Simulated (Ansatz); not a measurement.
# Ca3PbO: uniaxial strain ε_zz = +1.45 %

The reference is Ca3PbO in the anti-perovskite structure (space group Pm-3m, No. 221; a = 4.7996 Å). Axes: x, y, z lie along the cube axes.

One thing is altered: uniaxial strain ε_zz = +1.45 %, all other strain components held at zero, atoms relaxed at fixed cell.

Method: DFT with PBEsol, PAW potentials and a 420 eV plane-wave cutoff in Ansatz (a program for electronic structure), without spin-orbit coupling. Settings: 10×10×10 k-points, 0.05 eV Fermi–Dirac smearing.

```json
[
 {"quantity": "volume per atom", "base": "22.11 Å³", "changed": "22.43 Å³", "shift": "+0.32 Å³"},
 {"quantity": "space group", "base": "Pm-3m (No. 221)", "changed": "P4/mmm (No. 123)", "shift": "–"},
 {"quantity": "shortest interatomic distance", "base": "2.400 Å", "changed": "2.400 Å", "shift": "0.000 Å"},
 {"quantity": "energy relative to the base (free energy F)", "base": "0 meV/atom", "changed": "+1.6 meV/atom", "shift": "+1.6 meV/atom"},
 {"quantity": "pressure (mean of the normal stresses, compression positive)", "base": "0.0 GPa", "changed": "-0.8 GPa", "shift": "-0.8 GPa"},
 {"quantity": "band gap", "base": "zero", "changed": "zero", "shift": "–"},
 {"quantity": "stress (xx, yy, zz, yz, xz, xy; compression positive) (rough)", "base": "–", "changed": "(-0.4, -0.4, -1.5, 0.0, 0.0, 0.0) GPa", "shift": "–"}
]
```

Cost of the whole job for the changed cell (relaxation, final SCF and bands): roughly 50 core-seconds.

Without a gap, meshes like the base's 10×10×10 leave anisotropic stresses uncertain by several tenths of a GPa, and small strain energies with them. With Pb present, leaving out spin-orbit coupling can change the band edges. Stability against distortions was not tested. The final runs are not spin-polarised. The zero or small gap of Ca3PbO can change with the level of theory.
